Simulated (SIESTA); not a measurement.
# A self-consistent single point of Cu2As (P4/nmm, 6 atoms in the cell) with SIESTA

Method: SIESTA 5.4.2 with GGA PBEsol, numerical atomic orbitals DZP, PseudoDojo PBEsol standard norm-conserving potentials (rewritten from UPF to PSML).

The input file:

```
# files in the folder: Cu.psml As.psml (PseudoDojo PBEsol standard)
SystemName  Cu2As
SystemLabel cu2as

NumberOfAtoms                6
NumberOfSpecies              2
%block ChemicalSpeciesLabel
  1 29 Cu
  2 33 As
%endblock ChemicalSpeciesLabel
LatticeConstant              1.0 Ang
%block LatticeVectors
     3.736589000    0.000000000    0.000000000
     0.000000000    3.736589000    0.000000000
     0.000000000    0.000000000    5.821762000
%endblock LatticeVectors
AtomicCoordinatesFormat      Bohr
%block AtomicCoordinatesAndAtomicSpecies
     3.530564925    3.530564925    0.000000000  1
     0.000000000    0.000000000    0.000000000  1
     3.530564925    0.000000000    3.300020661  1
     0.000000000    3.530564925    7.701515081  1
     3.530564925    0.000000000    7.844205000  2
     0.000000000    3.530564925    3.157330743  2
%endblock AtomicCoordinatesAndAtomicSpecies

XC.functional                GGA
XC.authors                   PBEsol
PAO.BasisSize                DZP
PAO.EnergyShift              0.01 Ry
MeshCutoff                   300 Ry
%block kgrid.MonkhorstPack
    7   0   0  0.0
    0   7   0  0.0
    0   0   5  0.0
%endblock kgrid.MonkhorstPack
OccupationFunction           FD
ElectronicTemperature        100.0 meV

MaxSCFIterations             150
SCF.Mixer.Method             Broyden
SCF.Mixer.Weight             0.2
SCF.Mixer.History            8
SCF.DM.Tolerance             1.0E-05
Diag.ParallelOverK           true
WriteForces                  true
```

Log, with long lists cut:

```
reinit: Reading from file input.fdf

reinit: System Name: Cu2As
reinit: System Label: cu2as

coor:   Atomic-coordinates input format  =     Cartesian coordinates
coor:                                            (in Bohr units)

siesta: Atomic coordinates (Bohr) and species
siesta:      3.53056   3.53056   0.00000  1        1
siesta:      0.00000   0.00000   0.00000  1        2
siesta:      3.53056   0.00000   3.30002  1        3
siesta:      0.00000   3.53056   7.70152  1        4
siesta:      3.53056   0.00000   7.84420  2        5
siesta:      0.00000   3.53056   3.15733  2        6

siesta: System type = bulk

initatomlists: Number of atoms, orbitals, and projectors:      6   112   108

siesta: ******************** Simulation parameters ****************************
redata: Spin configuration                          = none
redata: Time-Reversal Symmetry                      = T
redata: Number of Atomic Species                    =        2
redata: Mesh Cutoff                                 =   300.0000 Ry
redata: Net charge of the system                    =     0.0000 |e|
redata: Min. number of SCF Iter                     =        0
redata: Max. number of SCF Iter                     =      150
redata: SCF convergence failure will abort job
redata: SCF mix quantity                            = Hamiltonian
redata: Mix DM or H after convergence               =   F
redata: Recompute H after scf cycle                 =   F
redata: Mix DM in first SCF step                    =   T
redata: No kicks to SCF
redata: DM Mixing Weight for Kicks                  =     0.5000
redata: Require Harris convergence for SCF          =   F
redata: Harris energy tolerance for SCF             =     0.000100 eV
redata: Require DM convergence for SCF              =   T
redata: DM tolerance for SCF                        =     0.000010
redata: Require EDM convergence for SCF             =   F
redata: EDM tolerance for SCF                       =     0.001000 eV
redata: Require H convergence for SCF               =   T
redata: Hamiltonian tolerance for SCF               =     0.001000 eV
redata: Require (free) Energy convergence for SCF   =   F
redata: (free) Energy tolerance for SCF             =     0.000100 eV
redata: Using DFT-D3 dispersion                     =   F
redata: Using Saved Data (generic)                  =   F
redata: Method of Calculation                       = Diagonalization
redata: Electronic Temperature                      =  1160.4518 K
redata: Number of TDED substeps                     =        3
redata: Dynamics option                             = Single-point calculation
redata: Save all siesta data in one NC              =   F
redata: ***********************************************************************

%block SCF.Mixers
  Broyden
%endblock SCF.Mixers

%block SCF.Mixer.Broyden
  # Mixing method
  method broyden

  # Mixing options
  weight 0.2000
  weight.linear 0.2000
  weight.prime 0.2000
  history 8
%endblock SCF.Mixer.Broyden

DM_history_depth set to one: no extrapolation allowed by default for geometry relaxation
Size of DM history Fstack: 1
Total number of electrons:   106.000000
Total ionic charge:   106.000000

* ProcessorY, Blocksize:    1  64

* Orbital distribution balance (max,min):   112   112

 Kpoints in:          140 . Kpoints trimmed:          123

siesta: k-grid: Number of k-points = 123
siesta: k-points from Monkhorst-Pack grid
siesta: k-cutoff (effective) =    13.078 Ang
siesta: k-point supercell and displacements
siesta: k-grid:     7     0     0      0.000
siesta: k-grid:     0     7     0      0.000
siesta: k-grid:     0     0     5      0.000

diag: Algorithm                                     = D&C
diag: Parallel over k                               =   F
diag: Use parallel 2D distribution                  =   F
diag: Parallel block-size                           = 64
diag: Parallel distribution                         =     1 x     1
diag: Used triangular part                          = Lower
diag: Absolute tolerance                            =  0.100E-15
diag: Orthogonalization factor                      =  0.100E-05
diag: Memory factor                                 =  1.0000

superc: Internal auxiliary supercell:     5 x     5 x     3  =      75
superc: Number of atoms, orbitals, and projectors:    450   8400   8100

                        Single-point calculation

superc: Internal auxiliary supercell:     5 x     5 x     3  =      75
superc: Number of atoms, orbitals, and projectors:    450   8400   8100

outcell: Unit cell vectors (Ang):
        3.736589    0.000000    0.000000
        0.000000    3.736589    0.000000
        0.000000    0.000000    5.821762

outcell: Cell vector modules (Ang)   :    3.736589    3.736589    5.821762
outcell: Cell angles (23,13,12) (deg):     90.0000     90.0000     90.0000
outcell: Cell volume (Ang**3)        :     81.2840
new_DM -- step:     1
Initializing Density Matrix...

Attempting to read DM from file... Failed...
DM filled with atomic data:

InitMesh: MESH = 40 x 40 x 64 = 102400
InitMesh: Mesh cutoff (required, used) =   300.000   316.717 Ry

stepf: Fermi-Dirac step function

        iscf     Eharris(eV)        E_KS(eV)     FreeEng(eV)     dDmax    Ef(eV) dHmax(eV)
   scf:    1   -25845.091196   -26210.096412   -26210.398200  1.347492  2.853000 53.521985
   scf:    2   -26384.566936   -26373.036308   -26373.105676  1.480576 -1.215112  8.546966
   scf:    3   -26380.307832   -26379.057633   -26379.120032  0.142225 -1.447344  2.507075
   scf:    4   -26379.475167   -26379.291649   -26379.355571  0.040071 -1.534189  1.659302
   scf:    5   -26379.413921   -26379.380426   -26379.446078  0.045877 -1.676961  0.461761
   scf:    6   -26379.383411   -26379.384650   -26379.450507  0.010791 -1.745046  0.133939
   [... 3 lines left out ...]
   scf:   10   -26379.385955   -26379.385936   -26379.451924  0.000263 -1.744808  0.001533
   scf:   11   -26379.385932   -26379.385934   -26379.451924  0.000045 -1.744791  0.000582
   scf:   12   -26379.385935   -26379.385935   -26379.451924  0.000014 -1.744842  0.000466
   scf:   13   -26379.385935   -26379.385935   -26379.451924  0.000011 -1.744881  0.000365
   scf:   14   -26379.385935   -26379.385935   -26379.451924  0.000009 -1.744913  0.000294

SCF Convergence by DM+H criterion
max |DM_out - DM_in|         :     0.0000089349
max |H_out - H_in|      (eV) :     0.0002943813
SCF cycle converged after 14 iterations

Using DM_out to compute the final energy and forces

siesta: E_KS(eV) =           -26379.3859

siesta: E_KS - E_eggbox =    -26379.3859

siesta: Atomic forces (eV/Ang):
     1   -0.000000   -0.000000    0.000000
     2   -0.000000   -0.000000   -0.000000
     3    0.000000   -0.000000   -0.102250
     4   -0.000000    0.000000    0.102249
     5    0.000000   -0.000000   -0.426232
     6    0.000000    0.000000    0.426232
   Tot    0.000000   -0.000000   -0.000001
   Max    0.426232
   Res    0.146108    sqrt( Sum f_i^2 / 3N )
   Max    0.426232    constrained

Stress tensor Voigt[x,y,z,yz,xz,xy] (kbar):      -33.58      -33.58      -18.76        0.00        0.00       -0.00
(Free)E + p*V (eV/cell)   -26377.9990
Target enthalpy (eV/cell)   -26379.4519

siesta: Program's energy decomposition (eV):
siesta: Ebs     =     -3727.960021
siesta: Eions   =     31295.036086
siesta: Ena     =      1397.698568
siesta: Ekin    =     13614.234039
siesta: Enl     =     -6479.856906
siesta: Eso     =         0.000000
siesta: Edftu   =         0.000000
siesta: DEna    =       171.661683
siesta: DUscf   =        10.295452
siesta: DUext   =         0.000000
siesta: Ex      =     -3587.104661
siesta: Ec      =      -211.278023
siesta: Exc     =     -3798.382684
siesta: Eharris =    -26379.385935
siesta: Etot    =    -26379.385935
siesta: FreeEng =    -26379.451924

siesta: Atomic forces (eV/Ang):
siesta:      1   -0.000000   -0.000000    0.000000
siesta:      2   -0.000000   -0.000000   -0.000000
siesta:      3    0.000000   -0.000000   -0.102250
siesta:      4   -0.000000    0.000000    0.102249
siesta:      5    0.000000   -0.000000   -0.426232
siesta:      6    0.000000    0.000000    0.426232
siesta: ----------------------------------------
siesta:    Tot    0.000000   -0.000000   -0.000001

siesta: Stress tensor (static) (eV/Ang**3):
siesta:    -0.020957   -0.000000    0.000000
siesta:    -0.000000   -0.020957    0.000000
siesta:     0.000000    0.000000   -0.011709

siesta: Cell volume =         81.284008 Ang**3

siesta: Pressure (static):
siesta:                Solid            Molecule  Units
siesta:           0.00019468          0.00023126  Ry/Bohr**3
siesta:           0.01787456          0.02123306  eV/Ang**3
siesta:          28.63820041         34.01911865  kBar
```

The run converged in 14 iterations.

The starting cell comes from a database of computed structures (which also holds hypothetical and non-ambient phases and stackings), without a prior relaxation at this level. Its lattice was rescaled by a random factor within 2.5 % of one. Spin polarisation is off. Values carry the incompleteness of an atom-centred basis. The run gives no clean gap (levels at the Fermi energy touch, overlap or are partly filled at this smearing), which alone does not show that the compound is a metal.

Cost on one core of a shared machine: roughly 60 s.
